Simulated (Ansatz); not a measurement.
Base system: SnTe in the rock salt structure (space group Fm-3m, No. 225; a = 6.4093 Å).

Level of theory: PBE in Ansatz (plane waves to 420 eV, PAW, no SOC).

For the base:

```
Quantity     Value
--------  --------
Pressure  0.00 GPa
```

One thing is altered: every lattice vector is shortened by 2.50 %; the atoms relax in the strained cell.

Q: Predict the new energy relative to the base.

A: The energy rises by 26 meV/atom.

Q: How does this affect the pressure?

A: The pressure goes from zero to 3.64 GPa.

Whether these cells are dynamically stable was not tested.

Ansatz is a quantum-chemistry and plane-wave program.
